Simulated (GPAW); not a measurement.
A self-consistent single point of SrCo2Si2 (I4/mmm, 5 atoms in the cell) with GPAW.

Method of the run: PBEsol, GPAW PAW datasets PBEsol (made by gpaw-setup) (plane waves; GPAW 25.7.0).

```xyz
5
Lattice="-1.9529 1.9529 5.4344 1.9529 -1.9529 5.4344 1.9529 1.9529 -5.4344" Properties=species:S:1:pos:R:3 pbc="T T T"
Sr     0.0000     0.0000     0.0000
Co     0.0000     1.9529     2.7172
Co     1.9529     0.0000     2.7172
Si     0.0000     0.0000     7.0530
Si     0.0000     0.0000     3.8158
```

Reference input (self-consistent single point, DFT PBEsol, plane waves, GPAW PAW datasets PBEsol (made by gpaw-setup)): mode = pw; ecut = 800 eV; xc = PBEsol; kpts = 9 9 9; mesh shift (steps) = 0 0 0; occupations.name = fermi-dirac; occupations.width = 0.1 eV; nbands = -13; convergence.density = 1e-05 e/electron; convergence.energy = 1e-05 eV/electron; symmetry.symmorphic = false; symmetry.tolerance = 0.0005. This run's input differs from it in these lines:

```diff
@@ -17,3 +17,3 @@
             xc='PBEsol',
-            kpts=(9, 9, 9),
+            kpts=(5, 5, 5),
             occupations={'name': 'fermi-dirac', 'width': 0.1},
```

Output (repeated stretches shortened):

```
     iter     time        total  log10-change:
                         energy   eigst   dens
iter:   1 --:--:--   -35.382122
iter:   2 --:--:--   -34.682878   -0.42  -1.14
iter:   3 --:--:--   -34.415834   -1.31  -1.23
iter:   4 --:--:--   -34.175000   -1.71  -1.31
iter:   5 --:--:--   -34.179117   -1.85  -1.61
iter:   6 --:--:--   -34.188132   -2.94  -1.76
iter:   7 --:--:--   -34.125739   -2.28  -1.89
iter:   8 --:--:--   -34.125555   -3.99  -2.61
iter:   9 --:--:--   -34.125654c  -4.12  -2.69
iter:  10 --:--:--   -34.125432c  -4.39  -3.00
iter:  11 --:--:--   -34.125417c  -5.82  -3.50
iter:  12 --:--:--   -34.125302c  -5.65  -3.52
iter:  13 --:--:--   -34.125329c  -5.62  -3.66
iter:  14 --:--:--   -34.125295c  -6.17  -3.74
iter:  15 --:--:--   -34.125291c  -7.38  -4.25
iter:  16 --:--:--   -34.125295c  -7.69c -4.32
iter:  17 --:--:--   -34.125293c  -8.12c -4.57
iter:  18 --:--:--   -34.125295c  -8.26c -4.77
iter:  19 --:--:--   -34.125295c  -9.49c -4.89
iter:  20 --:--:--   -34.125295c  -8.96c -4.93
iter:  21 --:--:--   -34.125295c  -9.90c -5.50c
Converged after 21 iterations.

Dipole moment: (0.000000, -0.000000, 0.000000) |e|*Ang

Energy contributions relative to reference atoms: (reference = -177925.700049)

Kinetic:        +37.269339
Potential:      -27.924954
External:        +0.000000
XC:             -42.928539
Entropy (-ST):   -0.079209
Local:           -0.501537
SIC:             +0.000000
--------------------------
Free energy:    -34.164900
Extrapolated:   -34.125295

Showing only first 2 kpts
 Kpt  Band  Eigenvalues  Occupancy
  0    16      7.58825    1.96200
  0    17      7.58826    1.96200
  0    18      7.75904    1.80693
  0    19      8.96680    0.00011

  1    16      7.11929    1.99964
  1    17      7.14977    1.99952
  1    18      8.22085    0.16914
  1    19      8.53836    0.00769

Fermi level: 7.98267

No gap
No difference between direct/indirect transitions
Energy (eV): -34.125295

Forces in eV/Ang:
  0 Sr    0.00000    0.00000    0.00000
  1 Co    0.00000    0.00000    0.00000
  2 Co    0.00000    0.00000    0.00000
  3 Si    0.00000    0.00000   -0.21924
  4 Si    0.00000    0.00000    0.21924

Stress tensor:
     0.003251     0.000000     0.000000
     0.000000     0.003251     0.000000
     0.000000     0.000000     0.011317
Stress (GPa, Voigt): [0.5209 0.5209 1.8132 0.     0.     0.    ]
```

The run converged in 21 iterations. GPAW prints stress with tension positive. Against the reference run the free energy stays essentially unchanged (within 1 meV/atom), the pressure hardly changes (-0.96 to -0.95 GPa) and the largest force goes from 0.265 to 0.219 eV/Å.

The starting cell comes from a database of computed structures (which also holds hypothetical and non-ambient phases and stackings), without a prior relaxation at this level. Spin polarisation is off.

Cost on one core of a shared machine: roughly 2 min.
